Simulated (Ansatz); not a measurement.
Results of PBEsol in Ansatz (plane waves, PAW) for KCSN (Pbcm, No. 57).

Settings: plane-wave cutoff 520 eV, 6×6×6 k mesh, Fermi–Dirac smearing 0.01 eV, scalar-relativistic PAW data made under PBE.

Energies at three volumes about the minimum:

```
V (Å³/atom)  E − E_lowest (meV/atom)
-----------  -----------------------
20.104                          0.45
20.514                          0.00
20.925                          0.41
```

Fit a parabola by hand: where is the minimum, and what is the bulk modulus?

Slopes: (0.00 − 0.45)/(20.514 − 20.104) = -1.098 and (0.41 − 0.00)/(20.925 − 20.514) = 0.998 meV/Å³. Curvature E″ = 2 × (0.998 − (-1.098))/(20.925 − 20.104) = 5.106 meV/Å⁶. From the middle of the first interval, the slope vanishes at V0 = 20.3090 − (-1.098)/5.106 = 20.524 Å³/atom. B = V0 E″ = 20.524 × 5.106 meV/Å³ × 0.1602 GPa per meV/Å³ = 16.8 GPa. The full Birch–Murnaghan fit to all volumes gives V0 = 20.515 Å³/atom and B0 = 16.7 GPa.

Shape and atoms are relaxed at each volume.

Measured, for comparison: equilibrium volume per atom 21.38 Å³/atom (temperature not stated, not corrected to a static lattice, from a published cell, temperature and pressure not stated; as tabulated in D. J. Cookson and M. M. Elcombe and T. R. Finlayson, Journal of Physics: Condensed Matter 4, 7851 (1992)). Computed less measured: equilibrium volume per atom -4.1 %.

Ansatz is a quantum-chemistry and plane-wave program.
